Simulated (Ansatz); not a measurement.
# Hypothetical anatase PbF2, response to strain

Start from PbF2 in the anatase structure (space group I4_1/amd, No. 141; a = 4.6512 Å, c = 12.8533 Å; a hypothetical phase, not in the database extracts checked). Axes: x, y, z lie along a, b, c of the conventional cell.

Strains are applied to the cell and any free atomic positions relax; under biaxial strain the out-of-plane vector relaxes too.

Computed with PBEsol/PAW in Ansatz (a first-principles code), no spin-orbit coupling.

Notes on the quantities. pressure: mean of the normal stresses, compression positive; band gap: an upper bound: an edge found on the path is not a true extremum; the base alone; energy relative to the base: free energy F.

```tsv
case	pressure	band gap	energy relative to the base	volume per atom
base	0.00 GPa	3.99 eV	0 meV/atom	23.17 Å³
biaxial strain −3.35 %, plane normal [001], relaxed out of plane	1.19 GPa	4.00 eV	+8.8 meV/atom	22.63 Å³
isotropic strain −0.88 %	…	3.92 eV	…	22.57 Å³
isotropic strain +3.96 %	-4.44 GPa	4.20 eV	+44 meV/atom	26.04 Å³
```

**Question.** Some entries are withheld; estimate them.

**Answer.** 
- isotropic strain −0.88 %, pressure: 1.42 GPa
- isotropic strain −0.88 %, energy relative to the base: +2.6 meV/atom

With Pb present, leaving out spin-orbit coupling can change the band edges. Whether these cells are dynamically stable was not tested.
